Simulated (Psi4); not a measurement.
Psi4 1.11, PBE0/def2-svp: Ba(SH)2(OH2)2 ([OH2]->[Ba](<-[OH2])([SH])[SH]), 11 atoms. The geometry is a generated start, not checked to be a minimum at this level.

```yaml
task: energy
method: pbe0
basis: def2-svp
memory: 3 GB
maxiter: 100
keys_of_the_molecule_block: symmetry c1
scf_type: df (default)
e_convergence: 1e-06 (default)
d_convergence: 1e-06 (default)
dft_radial_points: 75 (default)
dft_spherical_points: 302 (default)
effective_core_potentials: those of the basis set, past Kr
basis_functions: 124
grid_points: 240256
```

```xyz
11

Ba     0.4228     0.0446    -0.3794
S      2.0434     0.2909    -2.7314
H      3.1756     0.2040    -2.0454
S      1.7362     0.8362     2.0315
H      0.9516     0.1846     2.8760
O     -1.9092     2.3149    -0.6589
H     -1.8308     2.9043    -1.4145
H     -2.2470     2.8458     0.0686
O     -0.7227    -2.8507     0.6261
H     -1.0793    -3.1104     1.4809
H     -0.5406    -3.6642     0.1464
```

With the defaults (diis = true, scf_initial_accelerator = adiis, damping_percentage = 0, guess = auto, which took SAD, soscf = false, soscf_start_convergence = 0.01, diis_max_vecs = 10) it converges in 8 SCF iterations. One run each on 2 threads, with these changes:
- diis = false, scf_initial_accelerator = none, damping_percentage = 60
- scf_initial_accelerator = ediis
- diis_max_vecs = 6
- guess = sap
- soscf = true, soscf_start_convergence = 0.001
- guess = modhuckel
- soscf = true
- guess = sapgau
- guess = sadno

Problem. Which of these changes keep the SCF from converging, or lead it to another solution?

Solution. No convergence: diis = false, scf_initial_accelerator = none, damping_percentage = 60 (the run ends without SCF convergence in 100 iterations). The rest reach the solution of the defaults.

```csv
setting,SCF iterations,JK calls,end
"soscf = true, soscf_start_convergence = 0.001",6,17,same solution
soscf = true,6,17,same solution
the defaults,8,9,same solution
scf_initial_accelerator = ediis,8,9,same solution
diis_max_vecs = 6,8,9,same solution
guess = modhuckel,9,33,same solution
guess = sadno,9,9,same solution
guess = sapgau,16,16,same solution
guess = sap,22,22,same solution
"diis = false, scf_initial_accelerator = none, damping_percentage = 60",100,101,no convergence
```

An SOSCF iteration holds several JK calls; a Hückel guess adds calls on atoms.
